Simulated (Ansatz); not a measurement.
An Ansatz (a first-principles code) run: CsI; PBE (Ansatz; PAW; 420 eV plane waves; no SOC).

Input:

Ansatz 0.2 input:
```yaml
crystal:
  lattice:
    - [4.666916416, 0, 0]
    - [0, 4.666916416, 0]
    - [0, 0, 4.666916416]
  atoms:
    - { symbol: Cs, position: [0, 0, 0] }
    - { symbol: I, position: [0.5, 0.5, 0.5] }
basis: { ecutwfc: 420, ecutrho_ratio: 4, xc_grid: 2, fft_grid_basis: typed }
kpoints: { mp_grid: { grid: [7, 7, 7] } }
hamiltonian:
  xc: pbe
  dispersion: none
  pseudopotentials: { kind: paw }
scf: { occupations: { method: fermi_dirac, width: 0.05 }, convergence: { dr2_threshold: 0.0000000002 } }
output: { forces: true, stress: true }
checkpoint: { write: state.ck, write_every: 1000 }
```

Output:

```
WARN ansatz: RAYON_NUM_THREADS=2 ignored (pool sized by the plan → 2); use --threads N
Pseudopotentials: kind: paw
Pseudopotential: Cs, paw, valence charge 9
Pseudopotential: I, paw, valence charge 17
Functional definition: PBE
Crystal: 2 atoms, lattice volume = 101.646 Å³
Basis set: ecut = 420 eV, 1935 PW (Γ), exchange–correlation on 64×64×64 points (8 copies of the dense FFT grid, shifted against one another)
Bands: 17, of which v1, the nominal top of the filled ones, is band 13 counted from 1 (12 counted from 0)
Symmetry: 48 space group operations
Space group: Pm-3m (ITA 221), of the structure as read, at distance tolerance 4.7e-5 Å
k-points: 20 of 343
Initial density: superposition of atomic densities (neutral atoms: chi_scale 0, normalization atom), corrected by the library's trained network
Initial wavefunctions: pseudopotential atomic-orbital guess
Eigensolver: davidson
Functional: x = pbe(κ = 0.804, μ = 0.2195149727645171), c = pbe(β = 0.06672455060314922)
SCF iter   1: F=—  HF=-13186.752067 eV  |F-HF|=—  |Δ(HF+E_count)|=         —  Δρ=3.28e-4  dr2=6.78e-5  ethr=1.77e-3  ⟨swp⟩=8.3  Hψ=1985  notcnv=0
all-band conjugate gradients solve this SCF's bands
preconditioner: auto → Resta (q_TF=auto, 2.174 Å⁻¹)
SCF iter   2: F=—  HF=-13186.752977 eV  |F-HF|=—  |Δ(HF+E_count)|=   9.10e-4  Δρ=2.13e-4  dr2=4.75e-5  ethr=2.61e-7  ⟨swp⟩=3.2  Hψ=915  notcnv=0
SCF iter   3: F=—  HF=-13186.753167 eV  |F-HF|=—  |Δ(HF+E_count)|=   1.89e-4  Δρ=9.86e-5  dr2=1.12e-5  ethr=1.83e-7  ⟨swp⟩=2.0  Hψ=480  notcnv=0
SCF iter   4: F=—  HF=-13186.753212 eV  |F-HF|=—  |Δ(HF+E_count)|=   4.52e-5  Δρ=1.85e-5  dr2=2.19e-7  ethr=4.30e-8  ⟨swp⟩=2.0  Hψ=480  notcnv=0
SCF iter   5: F=—  HF=-13186.753214 eV  |F-HF|=—  |Δ(HF+E_count)|=   2.25e-6  Δρ=4.69e-6  dr2=2.24e-8  ethr=8.43e-10  ⟨swp⟩=2.0  Hψ=600  notcnv=0
SCF iter   6: F=—  HF=-13186.753214 eV  |F-HF|=—  |Δ(HF+E_count)|=   2.85e-8  Δρ=8.63e-7  dr2=7.26e-10  ethr=8.63e-11  ⟨swp⟩=2.0  Hψ=600  notcnv=0
SCF iter   7: F=-13186.753214 eV  HF=-13186.753214 eV  |F-HF|=5.28e-11  |Δ(HF+E_count)|=   1.72e-9  Δρ=1.42e-7  dr2=3.92e-11  ethr=1.00e-12  ⟨swp⟩=5.0  Hψ=1232  notcnv=0
SCF 1 converged in 7 iterations: F = -13186.753214 eV  dr2 = 3.92e-11
SCF converged after 7 iterations
Free energy (F): -13186.753214 eV
Harris-Foulkes:  -13186.753214 eV  (|F-HF|=5.28e-11)
Internal energy: -13186.753214 eV  (E = F + TS)
E sigma→0 (E₀):  -13186.753214 eV
Fermi energy:    5.329634 eV
--- Per-component energies (eV) ---
  E_band       = -448.799981
  E_kinetic    = 331.071044
  E_local      = -2520.645718  (includes V_loc(G=0)·N_el)
  E_nonlocal   = -60.110828
  E_hartree    = 1247.497066
  E_xc         = -302.699168
  E_vxc        = -255.456893  (∫ρ·V_xc dr)
  E_paw        = -9883.724774  (= ΣΔE_a)
  E_vpaw       = -438.652017  (= ΣTr[D̂ρ^β])
  E_aug_tail   = -0.000010  (compensation charges beyond the density's cutoff)
  E_ewald      = -1998.140827
  E_smearing   = -0.000000  (= −TS)
  E_closure    = -0.000000  (closes the sum)
  Σ components = -13186.753214   (vs F -13186.753214, Δ=0.00e0)
  [band-id]    e_kinetic+e_local+e_nonlocal+2·e_hartree+e_vxc+e_vpaw+e_augmentation_tail = -448.800289   (vs E_band -448.799981, Δ=-3.08e-4)
--- Forces (eV/Å), atoms counted from 1 ---
  atom   1  Cs    -0.00000000     0.00000000     0.00000000
  atom   2  I      0.00000000    -0.00000000     0.00000000
  max |Σ_I F_I| component: 2.62e-29 eV/Å
--- Stress (GPa, compression-positive) ---
       -0.003462      -0.000000       0.000000
        0.000000      -0.003462      -0.000000
        0.000000      -0.000000      -0.003462
  P = ⅓ Tr σ = -0.0035 GPa (-0.035 kbar)
  The stress holds the Pulay correction. Without it, at fixed plane waves, as pw.x and ABINIT print it: P = -0.0097 GPa
  The stress includes an estimate of the error left by incomplete SCF convergence (largest component 0.0001 GPa).
--- Band table ---
  band table: none
```

Spin-orbit coupling, missing from the scalar runs, can matter with I. Whether these cells are dynamically stable was not tested. The cell is CsI in the CsCl type structure (space group Pm-3m, No. 221).
